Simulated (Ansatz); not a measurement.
Computed with PBE (plane waves to 420 eV, PAW; Ansatz, a quantum-chemistry and plane-wave program).

Host crystal: monoclinic ZrO2, with a band gap (PBE, scalar-relativistic without spin-orbit coupling).

Planar average of the electrostatic potential across the slab, in eV from the highest filled level, for C on the 1x1 (100) surface of monoclinic ZrO2 (cut with top plane 2 O), one in a 1x1 cell, started at the site 'hollow O-O-O over O at depth 6.9 Å':

(z (Å), V (eV)): (5.51, 4.88); (5.80, 4.88); (6.09, 4.88); (6.38, 4.88); (6.67, 4.88); (6.96, 4.88); (7.25, 4.88); (7.54, 4.88); (7.83, 4.87); (8.12, 4.84); (8.41, 4.76); (8.70, 4.54); (8.99, 3.97); (9.28, 1.76); (9.57, -1.49); (9.86, -4.01); (10.15, -5.92); (10.44, -8.23); (10.73, -10.80); (11.02, -11.53); (11.31, -10.77); (11.60, -8.41); (11.89, -7.63); (12.18, -7.78); (12.47, -9.60); (12.76, -11.54); (13.05, -11.55); (13.34, -9.95); (13.63, -7.25); (13.92, -5.05); (14.21, -3.89); (14.50, -3.94); (14.79, -3.91); (15.08, -5.13); (15.37, -7.35); (15.66, -10.01); (15.95, -11.33); (16.24, -10.24); (16.53, -8.42); (16.82, -7.87); (17.11, -8.11); (17.40, -7.69); (17.69, -8.48); (17.98, -10.40); (18.27, -11.44); (18.56, -10.19); (18.85, -8.94); (19.14, -7.80); (19.43, -5.33); (19.72, -0.93); (20.01, 2.83); (20.30, 3.96); (20.59, 4.37); (20.88, 4.53); (21.17, 4.59); (21.46, 4.61); (21.75, 4.62); (22.04, 4.62); (22.33, 4.62); (22.62, 4.62); (22.91, 4.62); (23.20, 4.62); (23.49, 4.62); (23.78, 4.62)

Model: 25-atom slab, 9.4 Å thick at the start under the adsorbate (thin: gaps and levels are the slab's own), 4x4x1 mesh, Fermi-Dirac 0.01 eV, dipole correction, 12 atoms held, the rest relaxed; no symmetry held; spin-polarised, no spin-orbit, no U, no dispersion correction. The starting moment vanished. At the end it is bonded to O + 2 Zr. In PBE this state lies 0.07 eV over the lowest of the starts that converged ('bridge O-O (span 5.4 Å)', where the adsorbate paired with a surface O atom).

The vacuum level lies 4.62 eV above the highest filled level over the top face and 4.89 eV above it under the bottom face.
